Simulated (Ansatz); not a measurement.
System: CdS (model structure, started from the BeO type, P4₂/mnm, No. 136, 8 atoms in the cell). Method: LDA (Ansatz, a program for electronic structure, PAW).

Numerical settings: plane-wave cutoff 520 eV, 6×6×8 k mesh (along the axes of the cell as run), Fermi–Dirac smearing 0.01 eV, scalar-relativistic PAW data made under PBE.

Cell (relaxed with PBEsol):

```xyz
8
Lattice="7.0817 0.0000 0.0000 0.0000 7.0817 0.0000 0.0000 0.0000 4.1441" Properties=species:S:1:pos:R:3 pbc="T T T"
Cd     2.2759     4.8058     0.0000
Cd     4.8058     2.2759     0.0000
Cd     5.8167     5.8167     2.0721
Cd     1.2649     1.2649     2.0721
S      2.2468     2.2468     0.0000
S      4.8349     4.8349     0.0000
S      1.2940     5.7877     2.0721
S      5.7877     1.2940     2.0721
```

Task: Predict the band gap.

Result: 
band gap: 1.03 eV

Note: the relaxation could raise the start's symmetry but not lower it, so the cell can be a saddle point; cell and atoms aren't relaxed at this level (pressure -2.1 GPa).

Spin–orbit coupling is not included.

Static lattice: no zero-point or thermal effects.

A model structure was made by putting elements into a prototype or built by hand; it is no filed structure, need not be a known phase, and can be a saddle point held by its symmetry.
